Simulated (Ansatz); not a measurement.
**Rh₂O₃ (Pbcn, No. 60; structure not from a measured cell): band gap by level of theory**

No measured value is used here.

```
level (code)           value (eV)  cell (Å³/atom)
---------------------  ----------  --------------
LDA (Ansatz)                 0.63            9.72
PBEsol (Ansatz)                 ?            9.98
r²SCAN (Ansatz)              0.99           10.15
r²SCAN-D4 (Ansatz)           1.01           10.06
r²SCAN+rVV10 (Ansatz)        1.01           10.06
```

Task: What belongs in the gaps?

Result: 
- PBEsol (Ansatz, a program for electronic structure), value (eV): 0.56

Computed values are for a static lattice. Spin–orbit coupling is included only where a level's name says +SOC; with heavier elements it mostly lowers gaps and can invert bands.  LDA, PBEsol, r²SCAN, r²SCAN-D4, r²SCAN+rVV10: the gap is read on the k mesh or supercell of the run alone and can be too large. LDA, PBEsol, r²SCAN, r²SCAN-D4, r²SCAN+rVV10: the relaxation could not lower the start's symmetry, so the cell can be a saddle point above a distorted one. Each level is taken at its own relaxed cell. Ansatz's density-functional and Hartree–Fock values are scalar-relativistic unless marked +SOC, with PAW data made under PBE.
